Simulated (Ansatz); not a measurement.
**Te: response to strain**

The reference is Te (space group P3_121, No. 152; a = 4.521 Å, c = 5.954 Å; made of chains). Axes: x lies along a and z along c of the hexagonal cell.

Strains are applied to the cell and any free atomic positions relax; under biaxial strain the out-of-plane vector relaxes too.

Level of theory: DFT with PBE, PAW potentials and a 420 eV plane-wave cutoff in Ansatz (an electronic-structure program), no spin-orbit coupling.

Q: Only one of these has no band gap. Which?
A. isotropic strain +2.90 %
B. biaxial strain −4.20 %, plane normal [001], relaxed out of plane
C. biaxial strain +1.90 %, plane normal [001], relaxed out of plane

A: B, biaxial strain −4.20 %, plane normal [001], relaxed out of plane. Computed: isotropic strain +2.90 %: 0.21 eV; biaxial strain −4.20 %, plane normal [001], relaxed out of plane: zero; biaxial strain +1.90 %, plane normal [001], relaxed out of plane: 0.36 eV

Spin-orbit coupling, missing from the scalar runs, can matter with Te. Whether these cells are dynamically stable was not tested. No dispersion term is included, though the crystal is made of layers, chains or molecules, so its spacings can come out too wide. A zero or small gap of Te can be the functional's error rather than a property of the material.
